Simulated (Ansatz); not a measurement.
For PbTe (model structure, started from the 4H type, P6₃mc, No. 186, 8 atoms in the cell), PBE in Ansatz (PAW) gives:

- equilibrium lattice constant a: 5.537 Å
- lattice parameter c: 13.192 Å
- enthalpy of formation: -0.296 eV/atom

Q: What does PBE-D3(BJ) in Ansatz (plane waves, PAW) give for the same quantities?

A: 
- lattice constant a: 5.480 Å (decreases by 1.0 %)
- lattice parameter c: 12.868 Å (decreases by 2.5 %)
- formation enthalpy: -0.195 eV/atom (moves by +0.101 eV/atom)

Changes are worked out from the printed values.

Unless a cell is named, each level is at its own relaxed cell (PBE 43.78, PBE-D3(BJ) 41.84 Å³/atom).

Levels without +SOC leave out spin–orbit coupling, which shifts energies and cells of such heavy elements.

Caveats: a distance lies near a switch of the dispersion term, which can move the cell (PBE-D3(BJ)). Ansatz's density-functional and Hartree–Fock values are scalar-relativistic unless marked +SOC, with PAW data made under PBE.

A model structure was made by putting elements into a prototype or built by hand; it is no filed structure, need not be a known phase, and can be a saddle point held by its symmetry.

Ansatz is a quantum-chemistry and plane-wave program.
